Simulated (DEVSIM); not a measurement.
Device: Pt/Al2O3/p-Si capacitor, at 300 K.

```
layer (left to right)  material  thickness (nm)  Na (cm⁻³)
---------------------  --------  --------------  ---------
1                         Al2O3            3.60          -
2                            Si            4700     1.5e16
```

Metal gate on the left, work function 5.6 eV. Fixed charge at the semiconductor interface 0 cm⁻² (in units of +e); interface traps 3.2e11 cm⁻² eV⁻¹, uniform in energy, neutral level at 0.5 of the gap above the valence band.

The device is made up for the run: typed textbook-type constants, with dimensions and the other settings drawn at random. Values at 300 K.

```csv
parameter,Al2O3,Si
gap (eV),6.8,1.124
affinity (eV),1.35,4.05
permittivity,9,11.7
Nc (cm⁻³),-,2.86e19
Nv (cm⁻³),-,3.1e19
```

Simulated with DEVSIM: 1D Poisson equation in equilibrium, Boltzmann statistics, complete ionisation; no quantum confinement or tunnelling. Metal contacts follow the ideal Schottky-Mott rule: no Fermi-level pinning, no interface dipoles.

Base results: minimum of the low-frequency capacitance (μF/cm²) 0.0936; flat-band voltage (V) 0.61; threshold voltage (band bending 2φF) (V) 1.39.

Problem. What follows from this one change: gate work function 5.6 → 5.45 eV?

Solution. minimum of the low-frequency capacitance little changed (0.0940 μF/cm²); flat-band voltage 0.61 → 0.47 V; threshold voltage (band bending 2φF) 1.39 → 1.24 V.

Problem. What follows from this one change: fixed charge 0 → 4.8e+12 cm^-2?

Solution. minimum of the low-frequency capacitance little changed (0.0941 μF/cm²); flat-band voltage 0.61 → 0.27 V; threshold voltage (band bending 2φF) 1.39 → 1.04 V.

Problem. What follows from this one change: interface trap density 3.2e+11 → 0 cm^-2 eV^-1?

Solution. minimum of the low-frequency capacitance 0.0936 → 0.0457 μF/cm²; flat-band voltage little changed (0.62 V); threshold voltage (band bending 2φF) little changed (1.38 V).

Problem. What follows from this one change: substrate doping 1.5e+16 → 3e+15 cm^-3?

Solution. minimum of the low-frequency capacitance 0.0936 → 0.0715 μF/cm²; flat-band voltage 0.61 → 0.66 V; threshold voltage (band bending 2φF) 1.39 → 1.33 V.
